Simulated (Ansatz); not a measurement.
BN: energy against strain

BN (wurtzite, P6_3mc, 5.876 Å³/atom at rest, c along z) under a strain ε along a direction in the basal plane (axis x), the other axes held. PBEsol in Ansatz, a plane-wave DFT program (PAW, default set), 420 eV, 15×15×8 Γ-centred mesh, Fermi-Dirac smearing 0.05 eV; ions are relaxed within the symmetry of each cell.

Here s stands for strain and y for E less E0.

| strain (%) | E less E0 (meV/atom) |
|---|---|
| -3.00 | ? |
| -1.20 | 2.58 |
| -0.60 | 0.65 |
| 0.00 | 0.00 |
| 0.60 | 0.63 |
| 1.20 | 2.45 |

Fit y of the 5 rows that show it with a parabola. Least squares gives y = 0.008 - 0.0467·s + 1.7421·s². Residuals (row less fit): 0.007, -0.013, -0.008, 0.023, -0.011; standard error 0.022 (degrees of freedom: 2). Twice the quadratic coefficient over the volume, 2 × 1.7421 meV × 10⁴ × 0.1602 / 5.876 Å³, is the elastic constant C11 = 950 ± 9 GPa.

Question: Predict the withheld y at s = -3.00 from the fit, and compare with the calculation.

Answer: y = 0.008 - 0.0467 × (-3.0) + 1.7421 × (-3.0)² = 15.827 meV/atom. The calculation gives 16.69 meV/atom, 0.863 meV/atom above the prediction (5.2 % of the range of y in the table). The row lies outside the fitted rows, so this is an extrapolation. From the scatter of the fitted rows alone, a prediction at this place has a standard error of 0.139 meV/atom, so the miss is 6.2 times that.

One order more, fitted to all 11 runs of the series, follows each within 0.01, so the miss is the next term of a smooth law. BN is here a metastable high-pressure form. Rows are the converged runs of the series near zero and its far end; series whose fitted rows scatter by over a few per cent of the range, as at a crossing or softening among them, aren't shown in this form. Most that stay on the fit to the last digits aren't either.
